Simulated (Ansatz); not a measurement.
Consider PbI2 in the 2H-MoS2 type structure (space group P6_3/mmc, No. 194; a = 4.398 Å, c = 14.845 Å; a hypothetical phase, not in the database extracts checked).

The values are results of PBE-D3(BJ) in Ansatz (plane waves to 420 eV, PAW, scalar-relativistic without spin-orbit coupling), earlier PAW set, not measurements.

Base values:

In-plane lattice parameter a: 4.398 Å
Shortest interatomic distance: 3.261 Å

Perturbation: a free-standing slab of 3 layers (9 atoms, 3 a layer) is cut normal to the stacking axis, with 15 Å of vacuum and the in-plane cell relaxed.

Problem. How does this affect the excess energy per area of both faces?

Solution. The excess energy per area of both faces (slab less bulk energy over the cell's area: twice a surface energy) amounts to 0.21 J/m².

Problem. What happens to the thickness between the outermost nuclei?

Solution. The thickness between the outermost nuclei amounts to 18.96 Å.

Problem. Estimate the effect on the in-plane lattice parameter a.

Solution. The in-plane lattice parameter a is nearly the same (4.398 Å against 4.399 Å).

Problem. Predict the new shortest interatomic distance.

Solution. The shortest interatomic distance stays essentially unchanged (3.261 Å against 3.262 Å).

The excess energy carries the mismatch between the slab's and the bulk's meshes. Whether these cells are dynamically stable was not tested.

Ansatz is a quantum-chemistry and plane-wave program.
